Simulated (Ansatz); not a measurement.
The starting structures come from a database of crystals and need not be the phases stable at ambient conditions.

Input:

```yaml
crystal:
  lattice:
    - [3.74256, 0.00000, 0.00000]
    - [0.00000, 5.71248, 0.00000]
    - [1.87128, 0.00000, 5.50726]
  atoms:
    - { symbol: Sn, position: [0.14623, 0.75000, 0.70753] }
    - { symbol: Sn, position: [0.85377, 0.25000, 0.29247] }
    - { symbol: S, position: [0.81056, 0.75000, 0.37889] }
    - { symbol: S, position: [0.18944, 0.25000, 0.62111] }
```

Space group of this cell: Cmcm. The cell was relaxed by PBE-D3(BJ); by PBEsol its mean pressure is -0.8 GPa.

Transport runs along the normal of the first two printed cell vectors.

No gap correction and no spin-orbit coupling; mid-gap values are interpolated between computed energies.

Question: Estimate the band gap and the smallest decay constant κ at mid-gap that Ansatz (a quantum-chemistry and plane-wave program) with PBEsol returns for this system.

Answer: Gap 0.40 eV on a 8×6×8 mesh; κ = 0.103 1/Å, at (0.375, 0.000) of the in-plane reciprocal vectors. At the zone centre, at the nearest computed energy, the slowest state has κ = 0.13 1/Å.
